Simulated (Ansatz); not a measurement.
**Ru: stress against strain**

Ru (hcp, P6_3/mmc, 13.499 Å³/atom at rest, c along z) under a strain ε along c (axis z), the other axes held. r2SCAN in Ansatz, a plane-wave DFT program (PAW, default set), 500 eV, 24×24×14 Γ-centred mesh, Fermi-Dirac smearing 0.10 eV; ions are relaxed within the symmetry of each cell. Stress is positive for a compressed cell.

Here s stands for strain and y for stress zz.

```
strain (%)  stress zz (GPa)
----------  ---------------
-3.00                     ?
-1.50                 10.88
-1.00                  7.12
-0.50                  3.49
0.00                   0.00
0.50                  -3.36
1.00                  -6.59
1.50                  -9.69
```

Using a straight line, estimate the missing y at s = -3.00 from the other rows, showing the fit.

Means: s 0, y 0.264. About the means, the sum of products is -47.990 and the sum of squares of s is 7.0000; the slope is their ratio. Least squares gives y = 0.264 - 6.8557·s. Residuals (row less fit): 0.332, 0.000, -0.202, -0.264, -0.196, 0.002, 0.330; standard error 0.271 (degrees of freedom: 5). The slope gives the elastic constant C33 = 686 ± 10 GPa. At the withheld row, y = 0.264 - 6.8557 × (-3.0) = 20.831 GPa. The calculation gives 23.00 GPa, 2.169 GPa above the prediction (6.6 % of the range of y in the table). The row lies outside the fitted rows, so this is an extrapolation. From the scatter of the fitted rows alone, a prediction at this place has a standard error of 0.423 GPa, so the miss is 5.1 times that.

One order more, fitted to all 13 runs of the series, follows each within 0.03, so the miss is the next term of a smooth law. In a metal these values are sensitive to mesh and smearing; energies are taken to zero smearing, stresses follow the free energy. Rows are the converged runs of the series near zero and its far end; series whose fitted rows scatter by over a few per cent of the range, as at a crossing or softening among them, aren't shown in this form. Most that stay on the fit to the last digits aren't either.
